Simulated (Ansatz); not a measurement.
An Ansatz (a program for electronic structure) run: ZrSiO4 with a change (Si → Pt); DFT with r2SCAN, PAW potentials and a 500 eV plane-wave cutoff in Ansatz, no spin-orbit coupling, earlier PAW set.

Input:

Ansatz 0.2 input:
```yaml
crystal:
  lattice:
    - [-3.3204451244, 3.3204451244, 3.4193405658]
    - [3.3204451244, -3.3204451244, 3.4193405658]
    - [3.3204451244, 3.3204451244, -3.4193405658]
  atoms:
    - { symbol: O, position: [0.1018632589, 0.2777907244, 0.8240725345] }
    - { symbol: O, position: [0.6481367411, 0.9722092756, 0.6759274655] }
    - { symbol: O, position: [0.2962818101, 0.9722092756, 0.3240725345] }
    - { symbol: O, position: [0.4537181899, 0.2777907244, 0.1759274655] }
    - { symbol: O, position: [0.7222092756, 0.8981367411, 0.1759274655] }
    - { symbol: O, position: [0.0277907244, 0.7037181899, 0.6759274655] }
    - { symbol: O, position: [0.0277907244, 0.3518632589, 0.3240725345] }
    - { symbol: O, position: [0.7222092756, 0.5462818101, 0.8240725345] }
    - { symbol: Pt, position: [0.5, 0.5, 0] }
    - { symbol: Pt, position: [0.25, 0.75, 0.5] }
    - { symbol: Zr, position: [0.75, 0.25, 0.5] }
    - { symbol: Zr, position: [0, 0, 0] }
basis: { ecutwfc: 500, ecutrho_ratio: 4, xc_grid: 4, fft_grid_basis: typed }
kpoints: { mp_grid: { grid: [6, 6, 6] } }
hamiltonian:
  xc: r2scan
  dispersion: none
  pseudopotentials: { azcp: { folder: ./paw }, kind: paw }
scf: { occupations: { method: fermi_dirac, width: 0.05 }, convergence: { dr2_threshold: 0.0000000012 } }
output: { forces: true, stress: true }
checkpoint: { write: state.ck, write_every: 1000 }
```

Output (explanatory and most iteration lines left out):

```
Pseudopotential: O, paw, valence charge 6
Pseudopotential: Pt, paw, valence charge 18
Pseudopotential: Zr, paw, valence charge 12
Crystal: 12 atoms, lattice volume = 150.798 Å³
Basis set: ecut = 500 eV, 3869 PW (Γ), exchange–correlation on 180×180×180 points (64 copies of the dense FFT grid, shifted against one another)
Bands: 66, of which v1, the nominal top of the filled ones, is band 54 counted from 1 (53 counted from 0)
Symmetry: 16 space group operations
Space group: I41/amd (ITA 141), of the structure as read, at distance tolerance 5.3e-5 Å
k-points: 30 of 216
Functional: x = r2scan, c = r2scan; τ floored in thin density (d = 2e-4 eV/Å³)
SCF iter   1: F=—  HF=-38019.911059 eV  |F-HF|=—  |Δ(HF+E_count)|=         —  Δρ=1.10e-1  dr2=2.42e1  dr2_τ=2.10e0  ethr=3.10e-3  ⟨swp⟩=6.0  Hψ=6748  notcnv=0  defer=7
SCF iter   2: F=—  HF=-38016.506568 eV  |F-HF|=—  |Δ(HF+E_count)|=    3.40e0  Δρ=5.06e-2  dr2=2.01e0  dr2_τ=1.05e0  ethr=3.10e-3  ⟨swp⟩=3.0  Hψ=4235  notcnv=0  defer=83
SCF 1 converged in 10 iterations: F = -38016.408211 eV  dr2 = 9.10e-10
SCF converged after 10 iterations
Free energy (F): -38016.408211 eV
Internal energy: -38016.408097 eV  (E = F + TS)
E sigma→0 (E₀):  -38016.408154 eV
Entropy (-TS):   -0.000115 eV (-0.010 meV/atom)
Fermi energy:    10.855161 eV
--- Forces (eV/Å), atoms counted from 1 ---
  atom   1  O      0.00000000    -0.00002832    -0.00007353
  atom   2  O     -0.00000000     0.00002832     0.00007353
  atom   3  O      0.00000000    -0.00002832     0.00007353
  atom   4  O     -0.00000000     0.00002832    -0.00007353
  atom   5  O      0.00002832     0.00000000     0.00007353
  atom   6  O      0.00002832     0.00000000    -0.00007353
  atom   7  O     -0.00002832     0.00000000    -0.00007353
  atom   8  O     -0.00002832     0.00000000     0.00007353
  atom   9  Pt    -0.00000000     0.00000000     0.00000000
  atom  10  Pt     0.00000000    -0.00000000     0.00000000
  atom  11  Zr     0.00000000    -0.00000000     0.00000000
  atom  12  Zr     0.00000000     0.00000000     0.00000000
--- Stress (GPa, compression-positive) ---
       -0.001329       0.000000       0.000000
        0.000000      -0.001329      -0.000000
       -0.000000      -0.000000       0.001169
  P = ⅓ Tr σ = -0.0005 GPa (-0.005 kbar)
```

Spin-orbit coupling, missing from the scalar runs, can matter with Pt. No phonon test of stability was made. The cell was made from ZrSiO4 by this change: Si → Pt; the result is a hypothetical phase, not in the database extracts checked.
